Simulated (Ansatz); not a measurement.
## Response to strain in GaP

The reference is GaP in the zinc blende structure (space group F-43m, No. 216; a = 5.391 Å). Axes: x, y, z lie along the cube axes.

Strains are applied to the cell and any free atomic positions relax.

Computed with LDA/PAW in Ansatz (an electronic-structure program), no spin-orbit coupling.

Notes on the quantities. pressure: mean of the normal stresses, compression positive.

```json
[
 {"change": "base", "shortest interatomic distance": "233.5 pm", "pressure": "-0.01 GPa", "smallest direct gap": "1.88 eV", "band gap": "1.38 eV"},
 {"change": "uniaxial strain ε_zz = −2.50 %", "shortest interatomic distance": "231.5 pm", "pressure": "2.39 GPa", "smallest direct gap": "1.99 eV", "band gap": "1.09 eV"},
 {"change": "uniaxial strain ε_zz = −1.50 %", "shortest interatomic distance": "[?]", "pressure": "[?]", "smallest direct gap": "[?]", "band gap": "[?]"},
 {"change": "uniaxial strain ε_zz = −1.00 %", "shortest interatomic distance": "232.7 pm", "pressure": "0.92 GPa", "smallest direct gap": "1.93 eV", "band gap": "1.27 eV"},
 {"change": "uniaxial strain ε_zz = −0.50 %", "shortest interatomic distance": "233.1 pm", "pressure": "0.45 GPa", "smallest direct gap": "1.90 eV", "band gap": "1.33 eV"},
 {"change": "uniaxial strain ε_zz = +1.00 %", "shortest interatomic distance": "234.2 pm", "pressure": "-0.88 GPa", "smallest direct gap": "1.78 eV", "band gap": "1.35 eV"},
 {"change": "uniaxial strain ε_zz = +1.50 %", "shortest interatomic distance": "234.6 pm", "pressure": "-1.31 GPa", "smallest direct gap": "1.73 eV", "band gap": "1.34 eV"},
 {"change": "uniaxial strain ε_zz = +2.00 %", "shortest interatomic distance": "235.0 pm", "pressure": "-1.72 GPa", "smallest direct gap": "1.67 eV", "band gap": "1.32 eV"},
 {"change": "uniaxial strain ε_zz = +2.50 %", "shortest interatomic distance": "235.4 pm", "pressure": "-2.12 GPa", "smallest direct gap": "1.62 eV", "band gap": "1.31 eV"},
 {"change": "uniaxial strain ε_zz = +3.00 %", "shortest interatomic distance": "235.8 pm", "pressure": "-2.51 GPa", "smallest direct gap": "1.57 eV", "band gap": "1.29 eV"}
]
```

Problem. Fill in the withheld entries from the trend.

Solution. 
- uniaxial strain ε_zz = −1.50 %, shortest interatomic distance: 232.3 pm
- uniaxial strain ε_zz = −1.50 %, pressure: 1.39 GPa
- uniaxial strain ε_zz = −1.50 %, smallest direct gap: 1.95 eV
- uniaxial strain ε_zz = −1.50 %, band gap: 1.21 eV

Whether these cells are dynamically stable was not tested.
